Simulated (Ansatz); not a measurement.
Input:

```
CELL_PARAMETERS angstrom
      2.75134     0.00000     0.00000
     -1.37567     2.38273     0.00000
      0.00000     0.00000     4.35499
ATOMIC_POSITIONS crystal
  Os 0.33333 0.66667 0.25000
  Os 0.66667 0.33333 0.75000
```

Method: PBE, rigid bands (plane waves, PAW, scalar-relativistic; Ansatz, a quantum-chemistry and plane-wave program). Condition of this run: functional PBE, cell relaxed with it. Geometry: cell and atoms relaxed with PBE.

Task: For narrow interconnects the product ρ₀λ of bulk resistivity and mean free path ranks metals, the lower the better. What is it here?

Result: 6.6 (x), 6.6 (y), 4.4 (z) ×10⁻¹⁶ Ω·m².

Task: And the Drude plasma energy and the root-mean-square Fermi velocity at 300 K?

Result: 7.9 (x), 7.9 (y), 9.2 (z) eV; 7.9e5 m/s.

A metal at this level (no band gap); rigid bands, thermally averaged at 300 K, both spins. Spin-orbit coupling is left out, which matters with elements this heavy. τ is one relaxation time for all states; the product of resistivity and mean free path takes one path for all states instead.
